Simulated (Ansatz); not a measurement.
The starting structures come from a database of crystals and need not be the phases stable at ambient conditions.

 Where the default PAW files enter, the runs use the earlier of Ansatz's two default sets.

By LDA, the system below comes out a metal.

A figure of merit of an interconnect metal is its ballistic conductance per area.

Given:

```
Ag
1.0
    2.92230     0.00000     0.00000
   -1.46115     2.53079     0.00000
    0.00000     0.00000     4.70166
Ag
2
Direct
  0.33333   0.66667   0.25000
  0.66667   0.33333   0.75000
```

Space group of this cell: P6_3/mmc, hcp (Mg type). The cell is taken as given; by LDA its mean pressure is -8.8 GPa.

The current flows along the normal of the first two printed cell vectors, the (001) plane of the conventional cell. No spin-orbit coupling; the value is a mean over 0.1 eV about the Fermi level.

**Question.** Compute, with Ansatz (a quantum-chemistry and plane-wave program) with LDA, the ballistic conductance per area.

**Answer.** 0.85 × 10¹⁵ S/m² for both spins.
